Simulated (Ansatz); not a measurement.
Results of LDA (PAW; Ansatz, a program for electronic structure) for NaP (P2₁2₁2₁, No. 19, 16 atoms in the cell; start COD 1528277).

Settings: plane-wave cutoff 520 eV, 6×6×4 k mesh (along the axes of the cell as run), Fermi–Dirac smearing 0.01 eV, scalar-relativistic PAW data made under PBE.

Cell (relaxed at this level):

```
CELL_PARAMETERS angstrom
      5.50925     0.00000     0.00000
      0.00000     5.90912     0.00000
      0.00000     0.00000     9.86413
ATOMIC_POSITIONS crystal
  P  0.84847 0.17621 0.38072
  P  0.65153 0.82379 0.88072
  P  0.15153 0.67621 0.11928
  P  0.34847 0.32379 0.61928
  P  0.11731 0.05427 0.53428
  P  0.38269 0.94573 0.03428
  P  0.88269 0.55427 0.96572
  P  0.61731 0.44573 0.46572
  Na 0.34404 0.17876 0.28040
  Na 0.15596 0.82124 0.78040
  Na 0.65596 0.67876 0.21960
  Na 0.84404 0.32124 0.71960
  Na 0.61653 0.88561 0.58068
  Na 0.88347 0.11439 0.08068
  Na 0.38347 0.38561 0.91932
  Na 0.11653 0.61439 0.41932
```

### Question
Estimate the band gap and smallest direct gap on the k points sampled that the calculation returns.

### Answer

* **band gap**: 0.85 eV (indirect)
* **smallest direct gap on the k points sampled**: 0.92 eV

The computed numbers hold no vibrational or temperature effects.

Cost on a shared machine: around 10 core-minutes (rough).
